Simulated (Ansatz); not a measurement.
A (12,0) BAs nanotube has 48 atoms in a period of 5.853 Å, a mean diameter of 13.00 Å, and lies 25 meV/atom over the flat sheet relaxed at the same level.

Level of theory: PBE (plane waves to 420 eV, PAW; Ansatz, an electronic-structure program). Mesh 1×1×6. No spin polarisation. Isolated but for its images some 11 Å away. A hypothetical model, rolled from the flat sheet. Only distortions within the start's symmetry and period were free. Values not marked SOC lack spin–orbit coupling.

**Question.** Which bending rigidity of the sheet does this imply in the thin-plate picture?

**Answer.** A plate bent to radius R stores D/(2R²) an area. The area an atom is π × 13.00 × 5.853/48 = 4.98 Å², so the stored energy is 0.025/4.98 = 0.0050 eV/Å². With R = 6.500 Å, D = 2R² × 0.0050 = 0.42 eV.
